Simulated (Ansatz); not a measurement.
Where the default PAW files enter, the runs use the earlier of Ansatz's two default sets.

Given:

```
CELL_PARAMETERS angstrom
      4.22685     0.00000     0.00000
      0.00000     4.42355     0.00000
      0.00000     2.21178     1.27697
ATOMIC_POSITIONS crystal
  B  0.00028 0.33333 0.00000
  B  0.50028 0.66667 0.00000
  N  0.37472 0.33333 0.00000
  N  0.87472 0.66667 0.00000
```

Space group of this cell: P6_3mc, wurtzite. The cell is taken as given; by r2SCAN its mean pressure is -5.0 GPa.

Transport runs along the normal of the first two printed cell vectors, the (110) plane of the conventional cell.

The gap is the functional's own, uncorrected, and κ follows it; spin-orbit coupling is left out. Mid-gap values are interpolated between the computed energies.

State the band gap and the smallest decay constant κ at mid-gap according to Ansatz (an electronic-structure program) with r2SCAN.

Gap 5.79 eV on a 8×22×22 mesh; κ = 0.396 1/Å, at the zone centre.
